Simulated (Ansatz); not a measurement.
**Effect of uniaxial strain ε_xx = +2.00 % on CdI2**

Consider CdI₂ in the CdI2 type structure (space group P-3m1, No. 164; a = 4.153 Å, c = 6.551 Å; layered, stacked along the Cartesian z axis). Axes: x lies along a and z along c of the hexagonal cell.

Now apply this change: uniaxial strain ε_xx = +2.00 %, all other strain components held at zero; the atoms relax in the strained cell.

Method: plane-wave PAW DFT at the PBEsol-D3(BJ) level (Ansatz, a program for electronic structure, 420 eV), without spin-orbit coupling. Settings: 9×9×5 k-points, 0.05 eV Fermi–Dirac smearing.

* **Volume per atom**: 33.26 Å³ (base 32.61 Å³)
* **Space group**: C2/m (No. 12) (base P-3m1 (No. 164))
* **Shortest interatomic distance**: 2.938 Å (base 2.946 Å)
* **Energy relative to the base (free energy F)**: +1.9 meV/atom
* **Pressure (mean of the normal stresses, compression positive)**: -0.52 GPa (base 0.00 GPa)
* **Band gap**: 2.14 eV (base 2.17 eV)
* **Gap character**: indirect, Γ–C (23 % along) → k = (0, 0.444, -0.400) in the run's primitive reciprocal basis
* **Smallest direct gap**: 2.44 eV (base 2.56 eV)
* **Largest internal atomic displacement**: 0.014 Å
* **Stress (xx, yy, zz, yz, xz, xy; compression positive)**: (-0.92, -0.37, -0.27, -0.04, 0.00, 0.00) GPa

Final structure:

```
CdI2
1.0
    4.23576     0.00000     0.00000
   -2.11788     3.59635     0.00000
    0.00000     0.00000     6.55084
Cd I
1 2
Cartesian
  0.00000   0.00000   0.00000
  2.11788   1.19757   1.69669
  0.00000   2.39877   4.85415
```

Cost of the whole job for the changed cell (relaxation, final SCF and bands): about 70 core-seconds (a rough figure).

With I present, leaving out spin-orbit coupling can change the band edges. Whether these cells are dynamically stable was not tested. k-point labels follow each cell's own Brillouin zone.
